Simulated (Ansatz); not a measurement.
Hypothetical diamond B, response to strain

The parent structure is B in the diamond structure (space group Fd-3m, No. 227; a = 4.052 Å; a hypothetical phase, not in the database extracts checked; relaxed with 0.1 eV smearing). Axes: x, y, z lie along the cube axes.

Strains are applied to the cell and any free atomic positions relax; under biaxial strain the out-of-plane vector relaxes too.

The values are results of DFT with PBE, PAW potentials and a 420 eV plane-wave cutoff in Ansatz (a quantum-chemistry and plane-wave program), no spin-orbit coupling, not measurements.

Notes on the quantities. energy relative to the base: free energy F; pressure: mean of the normal stresses, compression positive.

| change | shortest interatomic distance | energy relative to the base | pressure |
|---|---|---|---|
| base | 1.755 Å | 0 meV/atom | 0.0 GPa |
| biaxial strain +1.81 %, plane normal [001], relaxed out of plane | 1.744 Å | -5.6 meV/atom | 3.3 GPa |
| biaxial strain −0.37 %, plane normal [110], relaxed out of plane | 1.749 Å | -0.4 meV/atom | -1.4 GPa |
| isotropic strain −5.95 % | 1.650 Å | +170 meV/atom | 44.9 GPa |
| isotropic strain −2.17 % | 1.717 Å | +21 meV/atom | 13.0 GPa |
| isotropic strain +0.78 % | 1.768 Å | +2.4 meV/atom | -3.9 GPa |
| uniaxial strain ε_xx = +3.65 % | 1.776 Å | +3.7 meV/atom | -6.1 GPa |
| uniaxial strain ε_zz = +4.38 % | 1.781 Å | +5.3 meV/atom | -7.2 GPa |
| tensor shear ε_xz = −0.61 % | 1.748 Å | -0.3 meV/atom | 0.0 GPa |
| tensor shear ε_xz = −3.45 % | 1.722 Å | -8.5 meV/atom | -0.3 GPa |

Stability against distortions was not tested. Under biaxial strain +1.81 %, plane normal [001], relaxed out of plane, biaxial strain −0.37 %, plane normal [110], relaxed out of plane and tensor shear ε_xz = −0.61 % and more the cell ends below the base's energy or with stress of the wrong sign: the atoms slid into a distortion or the cell is elastically unstable, so the base is not a stable minimum at this level.
